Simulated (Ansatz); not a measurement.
The starting structures come from a database of crystals and need not be the phases stable at ambient conditions.

Tunnelling through a barrier is set by its complex band structure: the current falls as exp(−2κd) with the smallest κ.

```
O2Se
1.0
    6.87617     0.00000     0.00818
    0.00000     7.59181     0.00000
    3.00444     0.00000     3.41472
Se O
4 8
Direct
  0.50000   0.00028   0.24311
  0.50000   0.50028   0.75689
  0.00000   0.37531   0.88184
  0.00000   0.87531   0.11816
  0.00000   0.67391   0.25236
  0.00000   0.17391   0.74764
  0.74878   0.33806   0.40876
  0.25122   0.83806   0.59124
  0.25122   0.33806   0.90631
  0.74878   0.83806   0.09369
  0.50000   0.46416   0.11193
  0.50000   0.96416   0.88807
```

Space group of this cell: Pmc2_1. The cell was relaxed by PBE-D3(BJ); by r2SCAN its mean pressure is -3.5 GPa.

Transport runs along the normal of the first two printed cell vectors.

The gap is the functional's own. No spin-orbit coupling. Mid-gap values are interpolated on the energy grid.

Question: Compute, with r2SCAN run with Ansatz (a program for electronic structure), the band gap and the smallest decay constant κ at mid-gap.

Answer: Gap 3.92 eV on a 10×4×10 mesh; κ = 0.447 1/Å, at the zone centre.
